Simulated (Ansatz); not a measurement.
Refining one setting for Nb₃V₃Ir₂ (R32, 8 atoms in the cell)

```
Nb3V3Ir2
1.0
    3.53081     2.03851     2.89172
   -3.53081     2.03851     2.89172
    0.00000    -4.07703     2.89172
Nb V Ir
3 3 2
Cartesian
  0.89344  -2.52955   2.89172
  1.74394   2.03851   2.89172
 -2.63737   0.49104   2.89172
 -0.87287  -1.51185   4.33758
  1.74574   0.00000   4.33758
 -0.87287   1.51185   4.33758
  0.00000   0.00000   6.47470
  0.00000   0.00000   2.20045
```

Method of the run: PBEsol, default PAW files made with PBE (plane waves; Ansatz, a quantum-chemistry and plane-wave program).

The starting cell comes from a database of computed structures (which also holds hypothetical and non-ambient phases and stackings), without a prior relaxation at this level. Spin polarisation is off. In the base run, with a pressure of about -9 GPa the cell is away from its equilibrium volume at this level. Ansatz's pressure includes its estimate of the finite-basis (Pulay) stress.

Held fixed: basis.ecutwfc = 30.9 Ry; kpoints.mp_grid.grid = 6 6 6; kpoints.mp_grid.shift = 0.5 0.5 0.5; hamiltonian.xc = pbesol; hamiltonian.pseudopotentials = {kind: paw} (the program's default PAW files); scf.occupations.method = cold; scf.occupations.width = 0.01 Ry.

ΔF is the free energy per atom less that of the last row (16).

```csv
basis.ecutrho_ratio,ΔF (meV/atom),pressure (GPa),largest force (eV/Å)
2,0.08,-8.69,0.087
3,0.00,-8.65,0.086
4,0.00,-8.65,0.086
5,0.00,-8.65,0.086
6,0.00,-8.65,0.086
8,0.00,-8.65,0.086
10,0.00,-8.65,0.086
12,0.00,-8.65,0.086
16,0.00,-8.65,0.086
```

Energy within 1 meV/atom of the last row: from basis.ecutrho_ratio = 2 on, the coarsest one.

Pressure within 0.05 GPa of the last row: from basis.ecutrho_ratio = 2 on, the coarsest one. The value it settles on is -8.65 GPa at this level of theory and with the other settings as held.

Keys are those of Ansatz 0.2.
